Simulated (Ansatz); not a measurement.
Consider InAgTe2 in the chalcopyrite structure (space group I-42d, No. 122).

```
InAgTe2
1.0
   -3.21554     3.21554     6.38368
    3.21554    -3.21554     6.38368
    3.21554     3.21554    -6.38368
Ag In Te
2 2 4
Cartesian
  0.00000   3.21554   3.19184
  0.00000   0.00000   0.00000
  3.21554   0.00000   3.19184
  0.00000   0.00000   6.38368
  1.60777   1.55159  -1.59592
  1.60777   1.66395   4.78776
  1.66395  -1.60777   7.97960
  1.55159   4.82331   1.59592
```

Cartesian axes are those of the cell as printed.

All numbers come from DFT with PBEsol, PAW potentials and a 420 eV plane-wave cutoff in Ansatz (a quantum-chemistry and plane-wave program), no spin-orbit coupling.

Base values:

| Quantity | Result |
|---|---|
| Band gap | 0.08 eV |
| Pressure | 0.0 GPa |

The change: the cell is stretched by 2.11 % along x with no lateral relaxation; the atoms relax in the strained cell.

Q: Predict the new energy relative to the base.

A: The energy increases by 2.5 meV/atom.

Q: How does this affect the band gap?

A: The band gap changes from 0.08 eV to zero.

Q: How does this affect the pressure?

A: The pressure (mean of the normal stresses, compression positive) goes from zero to -0.9 GPa.

Q: Predict the new largest internal atomic displacement.

A: The largest internal atomic displacement is 0.011 Å.

With Te present, leaving out spin-orbit coupling can change the band edges. No phonon test of stability was made. The final runs are not spin-polarised. Gaps under 0.05 eV, about the width of the smearing, are given as zero. The zero or small gap of InAgTe2 can change with the level of theory.
